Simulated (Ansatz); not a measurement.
Several settings converged on a (001) slab of TiAlNi6 (cut from a parent of space group no. 123; 8 atoms in the cell)

```
AlNi6Ti
1.0
    3.57898     0.00000     0.00000
    0.00000     3.57898     0.00000
    0.00000     0.00000    19.31501
Ti Al Ni
1 1 6
Direct
  0.00000   0.00000   0.45489
  0.00000   0.00000   0.63759
  0.50000   0.50000   0.63759
  0.50000   0.50000   0.45489
  0.50000   0.00000   0.36241
  0.50000   0.00000   0.54736
  0.00000   0.50000   0.36241
  0.00000   0.50000   0.54736
```
Moments meant for the start (each program seeds them in its own way; μB, in the order of the atoms Ti Al Ni Ni Ni Ni Ni Ni): 1.0 0.0 2.0 2.0 2.0 2.0 2.0 2.0.

Base method: PBEsol, default PAW files made with PBE (plane waves; Ansatz, a program for electronic structure).

Base settings: basis.ecutwfc = 420 eV; kpoints.mp_grid.grid = 5 5 1; hamiltonian.xc = pbesol; hamiltonian.pseudopotentials = {kind: paw} (the program's default PAW files); magnetization.spin_polarized = true; scf.occupations.method = gaussian; scf.occupations.width = 0.1 eV.

The count of work is k-points × plane waves × bands × iterations; it is no time. Core times come from one kind of shared machine, to one figure; runs under 30 s give none.

**The vacuum**

The mesh stays at the base's, so the ladder's end is converged at best in this setting alone.

Only quantities that move along the ladder and can be compared are tabulated.

These are the values that this program gave, and no reference: magnetic slabs can end in a higher state.

| vacuum between outermost atoms (Å) | free energy less the last step's (meV/atom) | largest difference of a force vector from the last step's (eV/Å) | count of work / last | core time / last (rough) |
|---|---|---|---|---|
| 3.0 | -192.14 | 1.028 | 0.22 | – |
| 5.0 | -8.82 | 0.082 | 0.39 | 0.4 |
| 7.0 | -0.28 | 0.004 | 0.29 | 0.3 |
| 10.0 | -0.01 | 0.001 | 0.36 | 0.4 |
| 14.0 | -0.01 | 0.001 | 0.45 | 0.4 |
| 30.0 | 0.00 | 0.000 | 1.0 | 1 |

Smallest vacuum between outermost atoms (Å) that holds the free energy within 5 meV/atom of the last step, with all finer ones: 7.0, at 0.29 of the last step's count of work and about 0.3 of the last step's time; the step before is off by 8.8 meV/atom.

Smallest vacuum between outermost atoms (Å) that holds the forces within 0.01 eV/Å of the last step, with all finer ones: 7.0, at 0.29 of the last step's count of work and about 0.3 of the last step's time; the step before is off by 0.082 eV/Å.

**The k-point mesh**

Only quantities that move along the ladder and can be compared are tabulated.

These are the values that this program gave, and no reference: magnetic slabs can end in a higher state.

| kpoints.mp_grid.grid | free energy less the last step's (meV/atom) | largest difference of a force vector from the last step's (eV/Å) | net moment (μB/atom) | count of work / last | core time / last (rough) |
|---|---|---|---|---|---|
| 2 2 1 | 24.07 | 0.455 | 0.158 | 0.071 | – |
| 4 4 1 | 1.08 | 0.037 | 0.000 | 0.13 | 0.1 |
| 5 5 1 | -1.61 | 0.151 | 0.000 | 0.15 | 0.1 |
| 7 7 1 | 1.38 | 0.019 | 0.000 | 0.21 | 0.2 |
| 17 17 1 | 0.00 | 0.000 | 0.000 | 1.0 | 1 |

Coarsest kpoints.mp_grid.grid that holds the forces within 0.01 eV/Å: not settled: the last two steps still differ by 0.019 eV/Å, over half the tolerance, so the ladder does not show it.

Coarsest kpoints.mp_grid.grid that holds the net moment within 0.05 μB/atom of the last step, with all finer ones: 4 4 1, at 0.13 of the last step's count of work and about 0.1 of the last step's time; the step before is off by 0.16 μB/atom.

Coarsest kpoints.mp_grid.grid that holds the free energy within 5 meV/atom of the last step, with all finer ones: 4 4 1, at 0.13 of the last step's count of work and about 0.1 of the last step's time; the step before is off by 24 meV/atom.

On the base run: the starting cell comes from a database of computed structures (which also holds hypothetical and non-ambient phases and stackings), without a prior relaxation at this level. The slab is cut from that crystal, and its faces are unrelaxed. Its lattice was rescaled by up to half a per cent. The starting moments vanished: the run ended non-magnetic, which need not be the lowest state. The program warned that a starting moment was not kept. The two faces of this cut differ, and no dipole correction was used. In the base run, forces exceed 1 eV/Å. Without a gap this mesh is coarse (it stands for a supercell whose shortest in-plane vector is 18 Å).

Keys are those of Ansatz 0.2.
